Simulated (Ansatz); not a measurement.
**Zn on the Ga site (beta Ga2O3 host)**

All values below come from PBE, PAW (plane waves to 420 eV; Ansatz, a quantum-chemistry and plane-wave program). A supercell of 120 sites (1×3×2 repeats of a cell of 20 atoms) was used; the energies come from a 2×2×2 shifted sampling of its zone. Site at the start: the Ga(2) site. Energies of charged states are corrected for periodic images (point charge plus alignment at distant sites). Dielectric constants: PBE linear response of the host. Host gap at this level: 2.01 eV. These values are not converged in cell size to better than tenths of an eV. PBE underestimates the host's gap, which shifts levels and can delocalise carriers. Spin–orbit coupling is left out. Each state is the lowest found from its start.

Formation energies E_f are given with the Fermi level at the valence-band maximum. Chemical conditions: O-rich (Δμ(Ga) = -4.56 eV, Δμ(Zn) = -2.85 eV, bounded by wurtzite ZnO; only phases computed here count, gases as isolated molecules at 0 K). Reference phases: Ga: alpha gallium, Zn: hcp Zn.

Charges with a result: +1, 0, −1. Others weren't obtained, and one of them could lie lower, also by skipping a charge.

```json
[
 {"charge": "+1*", "moment (μB)": "not spin-polarised", "point group": "–", "largest move off a lattice site (Å)": "0.09", "image correction with alignment (eV)": "–", "E_f, O-rich (eV)": "–"},
 {"charge": "0", "moment (μB)": "1.0", "point group": "Cs", "largest move off a lattice site (Å)": "0.09", "image correction with alignment (eV)": "0.00", "E_f, O-rich (eV)": "1.28"},
 {"charge": "−1", "moment (μB)": "not spin-polarised", "point group": "Cs", "largest move off a lattice site (Å)": "0.12", "image correction with alignment (eV)": "0.17", "E_f, O-rich (eV)": "1.53"}
]
```

* At this level the carrier isn't localised at the defect: at charge +1 holes occupy the valence band. Such a state is shallow or no state of the defect, and this cell gives it no level.

Point groups are those of the whole cell at tolerances of 0.03 and 0.1 Å ("near" where only the looser one holds); none is given for unsettled states.

No other site or start that was run ended lower by more than 0.1 eV.

Transition levels above the valence-band maximum: ε(0/−1) = 0.25 eV. On the lower envelope of the bound states, inside the gap: (0/−1) at 0.25 eV.

Flagged in the runs: a host whose relaxation on this sampling wasn't shown to rest.
